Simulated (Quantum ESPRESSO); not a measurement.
Worked example: self-consistent single point of YPd3 (Pm-3m, 4 atoms in the cell) in Quantum ESPRESSO.

Level of theory: PBEsol, GBRV 1.5 ultrasoft (PBESOL) pseudopotentials (plane waves; Quantum ESPRESSO).

The change in words: lattice scaled by 0.98. Reference geometry:
```yaml
crystal:
  lattice:
    - [4.09992, 0.00000, 0.00000]
    - [0.00000, 4.09992, 0.00000]
    - [0.00000, 0.00000, 4.09992]
  atoms:
    - { symbol: Y, position: [0.00000, 0.00000, 0.00000] }
    - { symbol: Pd, position: [0.50000, 0.50000, 0.00000] }
    - { symbol: Pd, position: [0.00000, 0.50000, 0.50000] }
    - { symbol: Pd, position: [0.50000, 0.00000, 0.50000] }
```

Reference input (self-consistent single point, DFT, PBEsol, plane waves, GBRV 1.5 ultrasoft (PBESOL) pseudopotentials): ecutwfc = 40 Ry; ecutrho = 320 Ry; occupations = smearing; smearing = gauss; degauss = 0.019992 Ry; potentials = {Y: y_pbesol_v1.4.uspp.F.UPF, Pd: pd_pbesol_v1.4.uspp.F.UPF}; K_POINTS = automatic 7 7 7 0 0 0; conv_thr = 1e-11 Ry. This run's input differs from it in these lines:

```diff
@@ -10,3 +10,3 @@
     ibrav = 0,
-    celldm(1) = 7.747725933,
+    celldm(1) = 7.592772170,
     nat = 4,
```

Output, abridged:

```
     Self-consistent Calculation

     iteration #  1     ecut=    40.00 Ry     beta= 0.70

     negative rho (up, down):  2.232E-01 0.000E+00

     total energy              =    -683.58114274 Ry
     estimated scf accuracy    <       8.38978894 Ry

     iteration #  2     ecut=    40.00 Ry     beta= 0.70

     negative rho (up, down):  2.278E-01 0.000E+00

     total energy              =    -687.43828668 Ry
     estimated scf accuracy    <      15.91388061 Ry

     iteration #  3     ecut=    40.00 Ry     beta= 0.70

     negative rho (up, down):  2.280E-01 0.000E+00

     total energy              =    -688.80689609 Ry
     estimated scf accuracy    <       1.22936565 Ry

   [... 9 blocks of this kind left out ...]

     iteration # 13     ecut=    40.00 Ry     beta= 0.70

     negative rho (up, down):  2.285E-01 0.000E+00

     total energy              =    -688.83170165 Ry
     estimated scf accuracy    <          1.2E-10 Ry

     iteration # 14     ecut=    40.00 Ry     beta= 0.70

     negative rho (up, down):  2.285E-01 0.000E+00
     End of self-consistent calculation

     the Fermi energy is    17.7361 ev

!    total energy              =    -688.83170165 Ry
     estimated scf accuracy    <          5.1E-13 Ry
     smearing contrib. (-TS)   =      -0.00409255 Ry
     internal energy E=F+TS    =    -688.82760910 Ry

     convergence has been achieved in  14 iterations

     negative rho (up, down):  2.285E-01 0.000E+00

     Forces acting on atoms (cartesian axes, Ry/au):

     atom    1 type  1   force =     0.00000000    0.00000000    0.00000000
   [... zero for the other atoms too ...]

     Total force =     0.000000     Total SCF correction =     0.000000

     negative rho (up, down):  2.285E-01 0.000E+00
          total   stress  (Ry/bohr**3)                   (kbar)     P=       47.63
   0.00032375   0.00000000   0.00000000           47.63        0.00        0.00
   0.00000000   0.00032375   0.00000000            0.00       47.63        0.00
   0.00000000   0.00000000   0.00032375            0.00        0.00       47.63

   JOB DONE.
```

The run converged in 14 iterations. Against the reference run the free energy hardly moves (within 1 meV/atom) and the pressure goes from -4.17 to 4.76 GPa.

The starting cell comes from a database of computed structures (which also holds hypothetical and non-ambient phases and stackings), without a prior relaxation at this level. For this run, on top of that: lattice scaled by 0.98. Spin polarisation is off. With a pressure of about 5 GPa the cell is away from its equilibrium volume at this level.

Cost on one core of a shared machine: roughly 30 s.
